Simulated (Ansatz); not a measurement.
The parent structure is Pt in the fcc (Cu type) structure (space group Fm-3m, No. 225; a = 3.920 Å; relaxed with 0.1 eV smearing). Axes: x, y, z lie along the cube axes.

The values are results of PBEsol/PAW in Ansatz (a program for electronic structure), no spin-orbit coupling, not measurements.

Base values:

| Quantity | Value |
|---|---|
| Pressure | 0.0 GPa |
| Band gap | zero |
| Shortest interatomic distance | 277.2 pm |

The change: uniaxial strain ε_zz = +1.50 %, all other strain components held at zero, atoms relaxed at fixed cell.

### Question
What happens to the energy relative to the base?

### Answer
The energy increases by 3.7 meV/atom.

### Question
What happens to the pressure?

### Answer
The pressure (mean of the normal stresses, compression positive) goes from zero to -4.1 GPa.

### Question
Predict the new band gap.

### Answer
The band gap stays zero.

### Question
Predict the new shortest interatomic distance.

### Answer
The shortest interatomic distance remains 277.2 pm.

Whether these cells are dynamically stable was not tested. The final runs are not spin-polarised.
